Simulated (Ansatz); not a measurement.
Bond-angle distributions (per cent of the angles at each element, bins of 10°) of a relaxed model of amorphous Si30O12N32 at 2.90 g/cm³. Level of theory: PBE, scalar-relativistic without spin-orbit coupling (plane waves to 420 eV, PAW; Ansatz, a first-principles code).

The cell was made by melting and quenching with the CHGNet potential and then relaxed with DFT. O and N atoms were pushed apart under 1.9 Å during the dynamics, to hinder bonds among them. It is a model cell: composition and starting density were chosen by hand, and all elements were melted together. No dispersion term was used. Its density started from a set value of 2.90 and ended at 2.90 g/cm³. The simulated quench (nominally 630 K/ps over its main leg) is rapid and tends to freeze in more defects than a deposited or slowly cooled glass has. One small periodic cell is one sample of the glass; other quenches scatter about these values. The volume was held where the preparation left it, at a PBE pressure of 3.8 GPa. Stress components on the final sampling reach 5.9 GPa.

Neighbours within Si-Si 2.60 Å, Si-O 2.20 Å, Si-N 2.28 Å, O-O 1.58 Å, O-N 1.64 Å, N-N 1.70 Å count as bonded. Two cations that share two anions don't count as bonded, nor two that share one unless they lie closer than Si-Si 2.38 Å.

| angle (°) | at Si | at N |
|---|---|---|
| 50-60 | 0 | 0 |
| 60-70 | 0 | 0 |
| 70-80 | 1 | 0 |
| 80-90 | 9 | 13 |
| 90-100 | 13 | 8 |
| 100-110 | 32 | 12 |
| 110-120 | 27 | 26 |
| 120-130 | 13 | 25 |
| 130-140 | 2 | 13 |
| 140-150 | 1 | 2 |
| 150-160 | 1 | 2 |
| 160-170 | 1 | 0 |
| 170-180 | 0 | 0 |

They go with these counts of neighbours within the cut-offs, cation contacts included: Si mean 4.1, most often 4; N mean 3.0, most often 3.
